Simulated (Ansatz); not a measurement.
Here is the system:

```
CdS
1.0
    0.00000     2.95580     2.95580
    2.95580     0.00000     2.95580
    2.95580     2.95580     0.00000
Cd S
1 1
Cartesian
  0.00000   0.00000   0.00000
  1.47790   1.47790   1.47790
```

No spin polarisation.

Method: plane-wave PAW DFT at the PBEsol level (Ansatz, a quantum-chemistry and plane-wave program, 420 eV), spin-orbit coupling left out. k-mesh 10×10×10 (Γ-centred); smearing 0.05 eV (Fermi–Dirac).

Problem. Predict the band gap and electron mass.

Solution. Band gap: 0.92 eV
Electron mass: 0.11 mₑ (at Γ)

The cells carry an imposed strain or load. Masses are band curvatures over ±0.01 Å⁻¹ around the edge. Stability against distortions was not tested. The cell was made from CdS in the zinc blende structure (space group F-43m, No. 216) by this change: isotropic strain +1.50 %.
